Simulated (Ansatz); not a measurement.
## Nb3Sn with two functionals, pressure 7.5 GPa

Take Nb3Sn in the A15 (Cr3Si type) structure (space group Pm-3n, No. 223; a = 5.3193 Å) as the base.

(Cell as relaxed with PBE.)

Levels (all Ansatz, a program for electronic structure, PAW): PBE (420 eV, no spin-orbit coupling); PBEsol (420 eV, no spin-orbit coupling).

Each level relaxes its own structure.

```
base                         PBE      PBEsol
-------------------  -----------  ----------
volume per atom         18.81 Å³    18.18 Å³
lattice parameter a  10.052 bohr  9.937 bohr
band gap                    zero        zero
```

Now apply this change: cell and atoms relaxed at a pressure of 7.5 GPa.

```tsv
quantity	PBE	PBEsol
volume per atom	18.03 Å³	17.47 Å³
band gap	zero	zero
```

PBE's volume per atom lies 0.56 Å³ above PBEsol's (3.2 %); the two agree on the band gap. Neither level is exact; PBEsol is the comparison here, not a measurement.

Load acts through the strain it causes; cell and atoms are relaxed under it. Stability against distortions was not tested. No other phases were tried under pressure. All final runs are without spin polarisation.
